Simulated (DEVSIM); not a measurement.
**Al0.3Ga0.7As/GaAs p-n heterojunction**

Structure: Al0.3Ga0.7As/GaAs p-n heterojunction, at 400 K.

```tsv
layer (left to right)	material	thickness (μm)	Nd (cm⁻³)	Na (cm⁻³)	τn (s)	τp (s)
1	Al0.3Ga0.7As	0.160	-	5.7e16	6.3e-10	6.3e-10
2	GaAs	0.290	2e17	-	6.3e-10	6.3e-10
```

Left contact: ohmic. Right contact: ohmic. Voltage is applied to the left contact. Recombination: SRH at mid-gap, Auger. Mobility is constant in doping.

The device is made up for the run: typed textbook-type constants, with dimensions and the other settings drawn at random. Values at 300 K; Nc and Nv go as T^1.5, mobilities as T to minus their exponent, the gap by Varshni's rule with the affinity fixed.

```
parameter         Al0.3Ga0.7As      GaAs
----------------  ------------  --------
gap (eV)                1.7981     1.424
affinity (eV)            3.833      4.07
permittivity             12.05      12.9
Nc (cm⁻³)              6.96e17    4.7e17
Nv (cm⁻³)                 9e18      9e18
μn (cm²/Vs)               3880      8500
μp (cm²/Vs)                197       400
T exponent of μn           2.1       2.1
T exponent of μp           2.2       2.2
Cn (cm⁶/s)               1e-30     1e-30
Cp (cm⁶/s)               1e-30     1e-30
Varshni α (eV/K)      0.000541  0.000541
Varshni β (K)              204       204
```

Simulated with DEVSIM: 1D drift-diffusion, Boltzmann statistics, complete ionisation; no tunnelling, impact ionisation, image-force lowering or self-heating. Band offsets follow the typed affinities; no thermionic-emission limit at abrupt steps, no polarisation charge.

The potential step across the device at zero bias comes out as 1.281 V and the largest field in the device at zero bias is 130000 V/cm. The dark forward voltage at 1 A/cm² is 0.874 V and the dark forward voltage at 100 A/cm² is 1.048 V.

Dark forward current:

(V (V), J (A/cm²)): (0.05, 5.8e-9); (0.10, 1.7e-8); (0.20, 9.8e-8); (0.25, 2.3e-7); (0.30, 5.5e-7); (0.35, 1.4e-6); (0.45, 1.2e-5); (0.50, 3.9e-5); (0.55, 0.00014); (0.60, 0.00052); (0.70, 0.0080); (0.75, 0.032); (0.80, 0.13); (0.85, 0.52); (0.95, 8.1); (1.00, 30); (1.05, 110); (1.10, 320); (1.20, 1700); (1.25, 2900)

Dark reverse current:

| V (V) | J (A/cm²) |
|---|---|
| -0.04 | -2.8e-9 |
| -0.10 | -5.9e-9 |
| -0.20 | -9.8e-9 |
| -0.30 | -1.4e-8 |
| -0.40 | -1.7e-8 |
| -0.60 | -2.5e-8 |
| -0.80 | -4.0e-8 |
| -1.00 | -7.8e-8 |
| -1.30 | -2.7e-7 |
| -1.60 | -6.1e-7 |
| -2.00 | -1.1e-6 |
